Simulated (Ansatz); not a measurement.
The starting structures come from a database of crystals and need not be the phases stable at ambient conditions.

**Evanescent states of MgSe (Fm-3m, rock salt, 2 atoms a cell, 20.4 Å³ an atom) along the normal of (111)**

Calculation: r2SCAN (plane waves, PAW; Ansatz, an electronic-structure program).

The gap is the functional's own, uncorrected, and κ follows it; spin-orbit coupling is left out. Mid-gap means the computed energy nearest the middle.

Energies count from the valence-band top; κ is the least over a 12×12 mesh across the current.

```json
[
 {"E (eV)": "0.07", "κ (1/Å)": "0.050", "where": "Γ"},
 {"E (eV)": "0.20", "κ (1/Å)": "0.086", "where": "Γ"},
 {"E (eV)": "0.33", "κ (1/Å)": "0.108", "where": "Γ"},
 {"E (eV)": "0.46", "κ (1/Å)": "0.125", "where": "Γ"},
 {"E (eV)": "0.58", "κ (1/Å)": "0.139", "where": "Γ"},
 {"E (eV)": "0.71", "κ (1/Å)": "0.150", "where": "Γ"},
 {"E (eV)": "0.84", "κ (1/Å)": "0.159", "where": "Γ"},
 {"E (eV)": "0.97", "κ (1/Å)": "0.167", "where": "Γ"},
 {"E (eV)": "1.10", "κ (1/Å)": "0.173", "where": "Γ"},
 {"E (eV)": "1.24", "κ (1/Å)": "0.178", "where": "Γ"},
 {"E (eV)": "1.36", "κ (1/Å)": "0.182", "where": "Γ"},
 {"E (eV)": "1.50", "κ (1/Å)": "0.185", "where": "Γ"},
 {"E (eV)": "1.62", "κ (1/Å)": "0.186", "where": "Γ"},
 {"E (eV)": "1.75", "κ (1/Å)": "0.187", "where": "Γ"},
 {"E (eV)": "1.89", "κ (1/Å)": "0.186", "where": "Γ"},
 {"E (eV)": "2.02", "κ (1/Å)": "0.176", "where": "off Γ"},
 {"E (eV)": "2.15", "κ (1/Å)": "0.153", "where": "off Γ"},
 {"E (eV)": "2.27", "κ (1/Å)": "0.123", "where": "off Γ"},
 {"E (eV)": "2.40", "κ (1/Å)": "0.077", "where": "off Γ"}
]
```

Problem. How thick must the barrier be to attenuate the transmission by 10^6 when the electrodes' Fermi level lies at 2.15 eV, and what attenuation does that film give at 0.07 eV?

Solution. d = 6 ln 10 / (2 × 0.153) = 45.1 Å. At 0.07 eV it gives 6 × 0.050/0.153 = 2.0 decades.
